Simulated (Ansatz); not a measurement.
The starting structures come from a database of crystals and need not be the phases stable at ambient conditions.

 Where the default PAW files enter, the runs use the earlier of Ansatz's two default sets.

Tunnelling through a barrier is set by its complex band structure: the current falls as exp(−2κd) with the smallest κ.

```
CELL_PARAMETERS angstrom
      4.36577     0.00000     0.00000
      0.00000     6.65497     0.00000
      0.00000     0.00000     6.90553
ATOMIC_POSITIONS crystal
  Ca 0.00000 0.00000 0.00000
  Ca 0.50000 0.50000 0.50000
  Br 0.00000 0.72455 0.32747
  Br 0.00000 0.27545 0.67253
  Br 0.50000 0.22455 0.17253
  Br 0.50000 0.77545 0.82747
```

Space group of this cell: Pnnm. The cell is taken as given.

Transport runs along the normal of the first two printed cell vectors.

The gap is the functional's own. No spin-orbit coupling. Mid-gap values are interpolated on the energy grid.

**Question.** Compute, with r2SCAN run with Ansatz (a first-principles code), the band gap and the smallest decay constant κ at mid-gap.

**Answer.** Gap 5.10 eV on a 8×6×6 mesh; κ = 0.350 1/Å, at the zone centre.
